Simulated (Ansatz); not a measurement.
# A computed series for hypothetical ReO3 type LaBr3: response to strain

Consider LaBr$_{3}$ in the ReO3 type structure (space group Pm-3m, No. 221; a = 5.803 Å; a hypothetical phase, not in the database extracts checked).

Strains are applied to the cell and any free atomic positions relax.

Computed with PBEsol in Ansatz (plane waves to 420 eV, PAW, no SOC).

Computed cases, in order: isotropic strain −4.05 %; isotropic strain −2.94 %; the unstrained base; isotropic strain +4.35 %.

Problem. Between which two neighbouring cases does the gap turn between direct and indirect?

Solution. Between the unstrained base (3.52 eV, indirect, R → Γ) and isotropic strain +4.35 % (2.95 eV, direct at R). The whole series: isotropic strain −4.05 %: 3.54 eV, indirect, R → Γ; isotropic strain −2.94 %: 3.54 eV, indirect, R → Γ; the unstrained base: 3.52 eV, indirect, R → Γ; isotropic strain +4.35 %: 2.95 eV, direct at R.

Stability against distortions was not tested.

Ansatz is a quantum-chemistry and plane-wave program.
